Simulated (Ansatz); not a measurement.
For CsCl-type MgO (model structure) (like a known high-pressure phase), PBEsol in Ansatz (PAW) gives:

```
Quantity                       Result
---------------------  --------------
lattice constant a            2.633 Å
enthalpy of formation  -2.030 eV/atom
```

Q: What does r²SCAN (plane waves, PAW; Ansatz, a quantum-chemistry and plane-wave program) give for the same quantities?

A: 
- lattice constant a: 2.623 Å (decreases by 0.4 %)
- formation enthalpy: -2.162 eV/atom (moves by -0.132 eV/atom)

Changes are worked out from the printed values.

Unless a cell is named, each level is at its own relaxed cell (PBEsol 9.13, r²SCAN 9.03 Å³/atom).

Ansatz's density-functional and Hartree–Fock values are scalar-relativistic unless marked +SOC, with PAW data made under PBE.

A model structure was made by putting elements into a prototype or built by hand; it is no filed structure, need not be a known phase, and can be a saddle point held by its symmetry.
